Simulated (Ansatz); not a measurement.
# Pressure series in hypothetical CsCl type SiGe

The reference is SiGe in the CsCl type structure (space group Pm-3m, No. 221; a = 3.200 Å; a hypothetical phase, not in the database extracts checked).

Cell and atoms are relaxed at each pressure.

Method: PBEsol (Ansatz, an electronic-structure program; PAW; 420 eV plane waves; without spin-orbit coupling).

Notes on the quantities. enthalpy: H = E + PV relative to the base's energy.

```
variant           lattice parameter a       enthalpy
----------------  -------------------  -------------
base                          3.200 Å              –
pressure −2 GPa               3.226 Å  -0.21 eV/atom
pressure −1 GPa               3.213 Å  -0.10 eV/atom
pressure 0.3 GPa              3.196 Å  +0.03 eV/atom
pressure 0.7 GPa              3.191 Å  +0.07 eV/atom
pressure 1.5 GPa              3.182 Å  +0.15 eV/atom
pressure 3 GPa                3.166 Å  +0.30 eV/atom
pressure 5 GPa                3.145 Å  +0.50 eV/atom
pressure 7.5 GPa              3.122 Å  +0.74 eV/atom
pressure 10 GPa                     …  +0.97 eV/atom
```

### Question
Complete the table.

### Answer

- pressure 10 GPa, lattice parameter a: 3.101 Å

Load acts through the strain it causes; cell and atoms are relaxed under it. No phonon test of stability was made. No other phases were tried under pressure. All final runs are without spin polarisation.
